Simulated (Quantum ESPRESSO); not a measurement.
**Several settings converged on HfN (I4mm, 2 atoms in the cell)**

```
HfN
1.0
    1.59007    -1.59007     2.24870
    1.59007     1.59007     2.24870
   -1.59007    -1.59007     2.24870
Hf N
1 1
Direct
  0.02224   0.98888   0.98888
  0.00000   0.50000   0.50000
```

Base method: PBEsol, PseudoDojo standard norm-conserving (PBESOL) pseudopotentials (plane waves; Quantum ESPRESSO 7.5).

Base settings: ecutwfc = 85 Ry; occupations = smearing; smearing = fd; degauss = 0.0073499 Ry; potentials = {Hf: Hf.upf, N: N.upf}; K_POINTS = automatic 9 9 9 0 0 0; conv_thr = 1e-09 Ry.

The count of work is k-points × plane waves × bands × iterations; it is no time. Core times come from one kind of shared machine, to one figure; runs under 30 s give none.

**The k-point mesh at a smearing width of 0.02 eV**

In this ladder: degauss = 0.00147 Ry.

Only quantities that move along the ladder and can be compared are tabulated.

```tsv
K_POINTS	free energy less the last step's (meV/atom)	pressure (GPa)	largest difference of a force vector from the last step's (eV/Å)	count of work / last	core time / last (rough)
automatic 5 5 5 0 0 0	-7.08	0.15	0.000	0.028	–
automatic 8 8 8 0 0 0	7.50	0.51	0.000	0.081	0.1
automatic 11 11 11 0 0 0	2.26	0.33	0.016	0.23	0.5
automatic 14 14 14 0 0 0	1.39	0.29	0.012	0.37	0.9
automatic 20 20 20 0 0 0	0.00	0.26	0.000	1.0	1
```

Coarsest K_POINTS that holds the pressure within 0.2 GPa of the last step, with all finer ones: automatic 11 11 11 0 0 0, at 0.23 of the last step's count of work; the step before is off by 0.25 GPa.

Coarsest K_POINTS that holds the forces within 0.01 eV/Å: not settled: the last two steps still differ by 0.012 eV/Å, over half the tolerance, so the ladder does not show it.

Coarsest K_POINTS that holds the free energy within 5 meV/atom of the last step, with all finer ones: automatic 11 11 11 0 0 0, at 0.23 of the last step's count of work; the step before is off by 7.5 meV/atom.

**The mesh under tetrahedron occupations**

In this ladder: occupations = tetrahedra_opt; smearing = default; degauss = default.

Only quantities that move along the ladder and can be compared are tabulated.

| K_POINTS | free energy less the last step's (meV/atom) | pressure (GPa) | largest difference of a force vector from the last step's (eV/Å) | count of work / last | core time / last (rough) |
|---|---|---|---|---|---|
| automatic 5 5 5 0 0 0 | 96.82 | 2.03 | 0.065 | 0.064 | – |
| automatic 8 8 8 0 0 0 | 29.03 | 0.82 | 0.056 | 0.19 | 0.4 |
| automatic 12 12 12 0 0 0 | 4.86 | 0.41 | 0.012 | 0.67 | 1 |
| automatic 15 15 15 0 0 0 | 0.00 | 0.31 | 0.000 | 1.0 | 1 |

Coarsest K_POINTS that holds the free energy within 2 meV/atom: not settled: the last two steps still differ by 4.9 meV/atom, over half the tolerance, so the ladder does not show it.

Coarsest K_POINTS that holds the forces within 0.02 eV/Å: not settled: the last two steps still differ by 0.012 eV/Å, over half the tolerance, so the ladder does not show it.

Coarsest K_POINTS that holds the pressure within 0.2 GPa of the last step, with all finer ones: automatic 12 12 12 0 0 0; the step before is off by 0.50 GPa.

On the base run: the starting cell has typed, rounded lattice constants, without a prior relaxation at this level. Its lattice was rescaled by up to half a per cent. One atom was moved a little off its site on purpose.
